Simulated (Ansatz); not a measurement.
## Habitual settings against a tight run: YSi₂Ru₂ (I4/mmm, 5 atoms in the cell)

Self-consistent single point.

```yaml
crystal:
  lattice:
    - [-2.05121, 2.05121, 4.69573]
    - [2.05121, -2.05121, 4.69573]
    - [2.05121, 2.05121, -4.69573]
  atoms:
    - { symbol: Y, position: [0.00000, 0.00000, 0.00000] }
    - { symbol: Si, position: [0.36725, 0.36725, 0.00000] }
    - { symbol: Si, position: [0.63275, 0.63275, 0.00000] }
    - { symbol: Ru, position: [0.25000, 0.75000, 0.50000] }
    - { symbol: Ru, position: [0.75000, 0.25000, 0.50000] }
```

Level of theory: PBEsol, PAW files made with PBE (plane waves; Ansatz, a quantum-chemistry and plane-wave program).

Base settings: basis.ecutwfc = 420 eV; kpoints.mp_grid.grid = 13 13 13; hamiltonian.xc = pbesol; hamiltonian.pseudopotentials = {kind: paw} (the program's default PAW files); scf.occupations.method = cold; scf.occupations.width = 0.05 eV.

Tight run (finer mesh or higher cutoff; not a proven limit): basis.ecutwfc: 420 eV → 590 eV; kpoints.mp_grid.grid: 13 13 13 → 18 18 18; scf.convergence.dr2_threshold: default (1e-07 eV) → 1e-09 eV. It gave Fermi level (on the code's own zero) 15.31 eV; pressure 5.94 GPa; largest force (vector length) 0.470 eV/Å.

Quick runs, as changes from the base:
- A: the base itself
- B: basis.ecutwfc: 420 eV → 250 eV; kpoints.mp_grid.grid: 13 13 13 → 3 3 3; scf.occupations.width: 0.05 eV → 0.2 eV; scf.convergence.dr2_threshold: default (1e-07 eV) → 0.0001 eV
- C: basis.ecutwfc: 420 eV → 335 eV; kpoints.mp_grid.grid: 13 13 13 → 6 6 6; scf.occupations.width: 0.05 eV → 0.136 eV; scf.convergence.dr2_threshold: default (1e-07 eV) → 0.0001 eV
- D: kpoints.mp_grid.grid: 13 13 13 → 4 4 4; scf.occupations.method: cold → gaussian; scf.occupations.width: 0.05 eV → 0.2 eV
- E: basis.ecutwfc: 420 eV → 295 eV; kpoints.mp_grid.grid: 13 13 13 → 4 4 4; kpoints.mp_grid.shift: default → 0.5 0.5 0.5; scf.convergence.dr2_threshold: default (1e-07 eV) → 0.0001 eV
- F: basis.ecutwfc: 420 eV → 250 eV; kpoints.mp_grid.grid: 13 13 13 → 6 6 6; hamiltonian.xc: pbesol → lda [LDA (PW92)]

Energies are extrapolated to zero smearing width, which holds to low order in the width alone.

Dashes: energy of F, another energy zero.

† marks runs with another functional, U, potentials or spin treatment: their distance from the tight run is not a convergence error alone.

The count of work is k-points × plane waves × bands × iterations; it is no time. 

Pressures in the table are Ansatz's without its Pulay estimate, at a fixed set of plane waves; the tight run's value above holds the estimate.

The starting cell comes from a database of computed structures (which also holds hypothetical and non-ambient phases and stackings), without a prior relaxation at this level. Its lattice was rescaled by a random factor within 2.5 % of one. Spin polarisation is off. In the base run, with a pressure of about 6 GPa the cell is away from its equilibrium volume at this level.

```tsv
run	energy less tight (meV/atom)	pressure less tight (GPa)	largest miss in a force vector (eV/Å)	count of work / tight
A	1.7	-0.06	0.004	0.20
B	466.9	-27.68	0.220	0.0020
C	15.0	-1.60	0.033	0.016
D	-7.9	-0.35	0.131	0.013
E	80.7	-6.34	0.075	0.0049
F†	–	-32.08	0.156	0.014
```

Among the runs at the tight run's level, the energy misses run from 1.7 to 466.9 meV/atom.

Keys are those of Ansatz 0.2.
